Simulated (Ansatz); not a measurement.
Where the default PAW files enter, the runs use the earlier of Ansatz's two default sets.

Input:

```yaml
crystal:
  lattice:
    - [3.55802, 0.00000, 0.00000]
    - [0.00000, 3.55802, 0.00000]
    - [0.00000, 0.00000, 5.17186]
  atoms:
    - { symbol: Hf, position: [0.50000, 0.50000, 0.50000] }
    - { symbol: Hf, position: [0.00000, 0.00000, 0.00000] }
    - { symbol: O, position: [0.00000, 0.50000, 0.69721] }
    - { symbol: O, position: [0.00000, 0.50000, 0.19721] }
    - { symbol: O, position: [0.50000, 0.00000, 0.80279] }
    - { symbol: O, position: [0.50000, 0.00000, 0.30279] }
```

Space group of this cell: P4_2/nmc. The cell is taken as given; by r2SCAN its mean pressure is 4.2 GPa.

The current runs along the normal of the first two printed vectors, the (001) plane. All runs by Ansatz (an electronic-structure program), plane waves and PAW, without spin-orbit coupling; the base is r2SCAN.

| run | mean pressure (GPa) | gap (eV) | mid-gap κ (1/Å) |
|---|---|---|---|
| base | 4.2 | 5.31 | 0.378 |
| all lengths scaled by 0.98 | 23.2 | 5.53 | 0.393 |
| all lengths scaled by 1.02 | -10.5 | 5.06 | 0.365 |
| lda in place of r2scan | -4.7 | 4.56 | 0.350 |
| lengths across the current scaled by 0.98, ions clamped | 16.9 | 5.41 | 0.393 |
| lengths across the current scaled by 1.02, ions clamped | -6.4 | 5.01 | 0.365 |
| lengths along the current scaled by 0.97, ions clamped | 12.5 | 5.06 | 0.377 |
| lengths along the current scaled by 1.03, ions clamped | -2.9 | ? | 0.377 |
| pbesol in place of r2scan | 2.0 | ? | ? |

Question: Complete the blanks.

Answer: 
- lengths along the current scaled by 1.03, ions clamped, gap (eV): 5.13
- pbesol in place of r2scan, gap (eV): 4.65
- pbesol in place of r2scan, mid-gap κ (1/Å): 0.349
